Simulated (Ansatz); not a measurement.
Consider interstitial Na in alpha quartz, charge state +1. Calculation: PBE, PAW (plane waves to 420 eV; Ansatz, an electronic-structure program).

Settings: 243 host sites, the relaxed PBE lattice, the Γ point alone, smearing 0.01 eV, spin-restricted, no image-charge correction. Static, classical nuclei. The charge state is imposed; whether it is stable for some Fermi level was not computed. Sites that were not tried may lie lower.

Barriers: single points on a 2×2×2 k-point mesh shifted by half a step along c at the bands' geometries.

The step: a concerted move, in which Na travels most. Atoms about the jump, Cartesian Å from the middle of the jump, before and after:

```
atom     x0     y0     z0     x1     y1     z1
----  -----  -----  -----  -----  -----  -----
Na1   -0.10  -0.06   0.92   0.10   0.06  -0.92
O2     0.02   1.79  -0.65   0.20   2.24  -0.70
O3    -2.04   0.95   0.70  -1.57   0.88   0.65
O4     0.21  -1.70  -0.92   0.19  -2.12  -1.13
O5     1.74  -1.23   1.13   1.36  -1.03   0.92
Si6   -1.43   2.29  -0.04  -1.27   2.38   0.04
Si7    1.42  -2.38  -0.01   1.35  -2.41   0.01
O8    -1.63  -0.60  -2.48  -1.57  -0.76  -2.49
O9     1.45   0.98   2.49   1.33   1.12   2.48
Si10  -1.19  -1.98  -1.76  -1.27  -2.27  -1.89
Si11   2.60  -0.04   1.89   2.31   0.04   1.76
Si12   1.17   2.27  -1.75   1.35   2.52  -1.85
Si13  -2.86   0.09   1.85  -2.55   0.13   1.75
O14    1.33   1.10  -2.86   1.36   1.13  -2.74
O15   -1.66  -0.62   2.74  -1.62  -0.61   2.86
O16   -2.28  -2.39  -0.63  -2.36  -2.65  -0.77
O17    3.48   0.71   0.77   3.21   0.78   0.63
```

Q: Give the saddle-point geometry and the barrier.

A: 
```csv
atom,x,y,z
Na1,0.00,-0.01,-0.01
O2,0.07,2.07,-0.69
O3,-1.83,0.97,0.70
O4,0.25,-1.95,-1.06
O5,1.56,-1.19,1.06
Si6,-1.39,2.40,0.00
Si7,1.42,-2.46,0.00
O8,-1.57,-0.67,-2.47
O9,1.37,1.03,2.47
Si10,-1.20,-2.14,-1.84
Si11,2.45,-0.03,1.84
Si12,1.24,2.40,-1.82
Si13,-2.71,0.13,1.82
O14,1.33,1.10,-2.80
O15,-1.62,-0.60,2.80
O16,-2.28,-2.51,-0.69
O17,3.32,0.72,0.70
```
It lies 0.11 eV above the start and 0.11 eV above the end. The saddle point's order was not checked, and it lies on a symmetry element of the cell, where a band can be held.
